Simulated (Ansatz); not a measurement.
## AlP, carrier doping

Take AlP in the zinc blende structure (space group F-43m, No. 216) as the base.

```
AlP
1.0
    0.00000     2.75388     2.75388
    2.75388     0.00000     2.75388
    2.75388     2.75388     0.00000
P Al
1 1
Cartesian
  1.37694   1.37694   1.37694
  0.00000   0.00000   0.00000
```

Carriers are added at fixed cell with a uniform background; the Fermi–Dirac width is that of 300 K.

The values are results of PBE in Ansatz (plane waves to 420 eV, PAW, without spin-orbit coupling), not measurements.

Notes on the quantities. Fermi level from band edge: Fermi level relative to the doped band's edge (positive inside the band; to 0.05 eV).

```json
[
 {"variant": "undoped", "Fermi level from band edge": "–", "gap between the host's bands": "1.63 eV"},
 {"variant": "electrons 7.0×10^20 cm⁻³", "Fermi level from band edge": "+0.30 eV", "gap between the host's bands": "1.62 eV"},
 {"variant": "electrons 1.5×10^21 cm⁻³", "Fermi level from band edge": "+0.50 eV", "gap between the host's bands": "1.60 eV"},
 {"variant": "electrons 2.0×10^21 cm⁻³", "Fermi level from band edge": "[?]", "gap between the host's bands": "1.59 eV"},
 {"variant": "electrons 5.0×10^21 cm⁻³", "Fermi level from band edge": "+0.95 eV", "gap between the host's bands": "1.55 eV"},
 {"variant": "holes 7.0×10^20 cm⁻³", "Fermi level from band edge": "+0.10 eV", "gap between the host's bands": "1.66 eV"},
 {"variant": "holes 1.5×10^21 cm⁻³", "Fermi level from band edge": "+0.20 eV", "gap between the host's bands": "1.69 eV"},
 {"variant": "holes 2.0×10^21 cm⁻³", "Fermi level from band edge": "+0.25 eV", "gap between the host's bands": "1.71 eV"},
 {"variant": "holes 5.0×10^21 cm⁻³", "Fermi level from band edge": "[?]", "gap between the host's bands": "1.82 eV"}
]
```

Problem. Fill in the withheld entries from the trend.

Solution. 
- electrons 2.0×10^21 cm⁻³, Fermi level from band edge: +0.55 eV
- holes 5.0×10^21 cm⁻³, Fermi level from band edge: +0.40 eV

Carriers are added with a uniform compensating background; total energy and stress of such cells depend on the potential's zero and are not compared; many-body gap narrowing is missing at this level. Stability against distortions was not tested.

Ansatz is an electronic-structure program.
